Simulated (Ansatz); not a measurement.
Take PbO (space group P4/nmm, No. 129; a = 4.0342 Å, c = 4.9937 Å; layered, stacked along the Cartesian z axis) as the base.

All numbers come from Ansatz (a program for electronic structure), PBE-D3(BJ), PAW, cutoff 420 eV, spin-orbit coupling left out.

Strains are applied to the cell and any free atomic positions relax.

One change was made to it. Results:

The pressure (mean of the normal stresses, compression positive) grows by 33.4 kbar, from 0.1 kbar to 33.5 kbar; the largest internal atomic displacement is 0.056 Å; the energy rises by 14 meV/atom.

Q: Which of these changes matches the shifts?
A. isotropic strain −2.40 %
B. isotropic strain −1.80 %
C. isotropic strain −3.00 %
D. isotropic strain −1.20 %
E. isotropic strain −0.60 %

A: A, isotropic strain −2.40 %. For comparison, the energy relative to the base in the other runs: isotropic strain −0.60 % gives +0.8 meV/atom; isotropic strain −1.20 % gives +3.3 meV/atom; isotropic strain −1.80 % gives +7.6 meV/atom; isotropic strain −3.00 % gives +22 meV/atom.

No phonon test of stability was made. The D3 term's C6 switches between coordination references near this geometry, which can add small steps to energies.
